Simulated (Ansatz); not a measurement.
## What pressure 3 GPa does to hypothetical diamond Ni

Consider Ni in the diamond structure (space group Fd-3m, No. 227; a = 5.0070 Å; ferromagnetic; a hypothetical phase, not in the database extracts checked).

The change: a hydrostatic pressure of 3 GPa.

The values are results of plane-wave PAW DFT at the PBEsol level (Ansatz, a first-principles code, 420 eV), no spin-orbit coupling, not measurements. Γ-centred 16×16×16 mesh, Fermi–Dirac width 0.05 eV.

- Volume per atom = 15.29 Å³ (base 15.69 Å³)
- Lattice parameter a = 4.964 Å (base 5.007 Å)
- Shortest interatomic distance = 2.149 Å (base 2.168 Å)
- Enthalpy H = E + PV relative to the base's energy = +0.29 eV/atom
- Band gap = zero (base zero)
- Magnetic state = ferromagnetic (base ferromagnetic)
- Largest site moment = 0.82 μB (base 0.83 μB)

The magnetic state is the one reached from the starting moments; the real material's order can differ, and small cells can't hold many antiferromagnetic ones. Load acts through the strain it causes; cell and atoms are relaxed under it. Stability against distortions was not tested.
